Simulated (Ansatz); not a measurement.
Take YN in the rock salt structure (space group Fm-3m, No. 225; a = 4.906 Å) as the base.

(Cell as relaxed with PBE.)

Levels (all Ansatz, a first-principles code, PAW): PBE (420 eV, scalar-relativistic without spin-orbit coupling); PBEsol (420 eV, spin-orbit coupling left out).

Each level relaxes its own structure.

```csv
quantity,PBE,PBEsol
volume per atom,14.76 Å³,14.31 Å³
lattice parameter a,490.6 pm,485.6 pm
band gap,0.21 eV,0.08 eV
gap character,"indirect, Γ → X","indirect, Γ → X"
"hole mass (degenerate bands, along [100])","0.17, 1.0, 1.0 mₑ","0.16, 0.99, 0.99 mₑ"
```

PBE's volume per atom lies 0.444 Å³ above PBEsol's (3.1 %); PBE's lattice parameter a lies 5.0 pm above PBEsol's (1.0 %); PBE's band gap lies 0.13 eV above PBEsol's; the two agree on the gap character. Neither level is exact; PBEsol is the comparison here, not a measurement.

Masses are band curvatures over ±0.01 Å⁻¹ around the edge. No phonon test of stability was made. The base started in Pnma and relaxed to Fm-3m at this level. A zero or small gap of YN can be the functional's error rather than a property of the material.
